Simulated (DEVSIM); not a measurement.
System: abrupt Si p-n junction, at 300 K.

```csv
layer (left to right),material,thickness (μm),Nd (cm⁻³),Na (cm⁻³),τn (s),τp (s)
1,Si,0.100,-,2.2e18,5.5e-7,5.5e-7
2,Si,2.80,1.4e14,-,5.5e-7,5.5e-7
```

Left contact: ohmic. Right contact: ohmic. Voltage is applied to the left contact. Recombination: SRH at mid-gap, radiative. Mobility is constant in doping.

The device is made up for the run: typed textbook-type constants, with dimensions and the other settings drawn at random. Values at 300 K.

| parameter | Si |
|---|---|
| gap (eV) | 1.124 |
| affinity (eV) | 4.05 |
| permittivity | 11.7 |
| Nc (cm⁻³) | 2.86e19 |
| Nv (cm⁻³) | 3.1e19 |
| μn (cm²/Vs) | 1417 |
| μp (cm²/Vs) | 470 |
| B (cm³/s) | 4.7e-15 |

Simulated with DEVSIM: 1D drift-diffusion, Boltzmann statistics, complete ionisation; no tunnelling, impact ionisation, image-force lowering or self-heating.

The doping Nd of layer 2 was swept, all else fixed.

```json
[
 {"doping Nd of layer 2 (cm^-3)": "4.2e12", "dark forward voltage at 1 A/cm² (V)": "0.429", "dark forward voltage at 100 A/cm² (V)": "0.942", "potential step across the device at zero bias (V)": "0.649"},
 {"doping Nd of layer 2 (cm^-3)": "1.4e13", "dark forward voltage at 1 A/cm² (V)": "0.450", "dark forward voltage at 100 A/cm² (V)": "0.728", "potential step across the device at zero bias (V)": "0.680"},
 {"doping Nd of layer 2 (cm^-3)": "4.2e13", "dark forward voltage at 1 A/cm² (V)": "0.469", "dark forward voltage at 100 A/cm² (V)": "0.700", "potential step across the device at zero bias (V)": "0.708"},
 {"doping Nd of layer 2 (cm^-3)": "1.4e14", "dark forward voltage at 1 A/cm² (V)": "0.493", "dark forward voltage at 100 A/cm² (V)": "0.695", "potential step across the device at zero bias (V)": "0.740"},
 {"doping Nd of layer 2 (cm^-3)": "4.2e14", "dark forward voltage at 1 A/cm² (V)": "0.518", "dark forward voltage at 100 A/cm² (V)": "0.696", "potential step across the device at zero bias (V)": "0.768"},
 {"doping Nd of layer 2 (cm^-3)": "1.4e15", "dark forward voltage at 1 A/cm² (V)": "0.547", "dark forward voltage at 100 A/cm² (V)": "0.701", "potential step across the device at zero bias (V)": "0.799"},
 {"doping Nd of layer 2 (cm^-3)": "4.2e15", "dark forward voltage at 1 A/cm² (V)": "0.573", "dark forward voltage at 100 A/cm² (V)": "0.710", "potential step across the device at zero bias (V)": "0.827"}
]
```

From the first row to the last the dark forward voltage at 1 A/cm² goes from 0.429 to 0.573. From the first row to the last the dark forward voltage at 100 A/cm² goes from 0.942 to 0.710.
